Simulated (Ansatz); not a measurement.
Here is the system:

```
CELL_PARAMETERS angstrom
      5.09141     0.00000     0.00000
      0.00000     5.22516     0.00000
      2.54570     0.00000     2.54570
ATOMIC_POSITIONS crystal
  Zr 0.00000 0.00000 0.00000
  Zr 0.50000 0.50000 0.00000
  O  0.00000 0.30177 0.50000
  O  0.00000 0.80177 0.50000
  O  0.50000 0.19823 0.50000
  O  0.50000 0.69823 0.50000
```

The cell is taken as given.

Transport runs along the normal of the first two printed cell vectors, the (110) plane of the conventional cell.

The gap is the functional's own. No spin-orbit coupling. Mid-gap values are those at the computed energy nearest the middle.

Q: Estimate the band gap and the smallest decay constant κ at mid-gap that r2SCAN run with Ansatz (a program for electronic structure) returns for this system.

A: Gap 4.61 eV on a 12×6×12 mesh; κ = 0.340 1/Å, at the zone centre.
